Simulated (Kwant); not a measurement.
Model system: wire with a row of barriers in a CdTe two-dimensional gas. Effective mass 0.096 mₑ, grid spacing 2 nm, hard walls, nominal width 60 nm (29 grid rows, so walls 60 nm apart), one parabolic valley, scattering region 200 nm long along x; energies count from the band bottom; Fermi energy swept from 0.00087044 to 0.010336 eV. 2 barrier(s) across the wire, height 0.034 eV, thickness 6 nm (about 3 grid columns), spaced by 16 nm.

The device is made up for the run: typed textbook-type constants, with dimensions and the other settings drawn at random.

Model: effective-mass tight-binding model on a square grid, one spin, coherent transport at 0 K (Kwant). Conductance is in e²/h.

| E (meV) | A | B | C | D |
|---|---|---|---|---|
| 0.8704 | 0 | 0 | 0 | 0 |
| 1.406 | 1.9e-5 | 6.9e-8 | 2.5e-10 | 0.0054 |
| 1.942 | 6.8e-5 | 3.2e-7 | 1.5e-9 | 0.015 |
| 2.537 | 0.00016 | 1.0e-6 | 6.6e-9 | 0.025 |
| 3.073 | 0.00030 | 2.6e-6 | 2.3e-8 | 0.034 |
| 3.609 | 0.00054 | 6.5e-6 | 8.0e-8 | 0.043 |
| 4.204 | 0.0010 | 1.8e-5 | 3.4e-7 | 0.053 |
| 4.740 | 0.0018 | 5.0e-5 | 1.4e-6 | 0.069 |
| 5.276 | 0.0033 | 0.00015 | 6.9e-6 | 0.088 |
| 5.871 | 0.0070 | 0.00062 | 5.6e-5 | 0.11 |
| 6.407 | 0.015 | 0.0031 | 0.00069 | 0.13 |
| 6.943 | 0.040 | 0.036 | 0.073 | 0.14 |
| 7.538 | 0.19 | 0.35 | 0.098 | 0.17 |
| 8.074 | 1.00 | 0.12 | 0.98 | 0.18 |
| 8.610 | 0.24 | 0.35 | 0.12 | 0.20 |
| 9.205 | 0.090 | 0.21 | 0.67 | 0.22 |
| 9.741 | 0.065 | 0.033 | 0.026 | 0.24 |
| 10.34 | 0.087 | 0.11 | 1.00 | 0.27 |

### Question
Column A is the base. The others each differ by one change: number of barriers 2 → 1; number of barriers 2 → 3; number of barriers 2 → 4. Which is which?

### Answer
B: number of barriers 2 → 3; C: number of barriers 2 → 4; D: number of barriers 2 → 1.
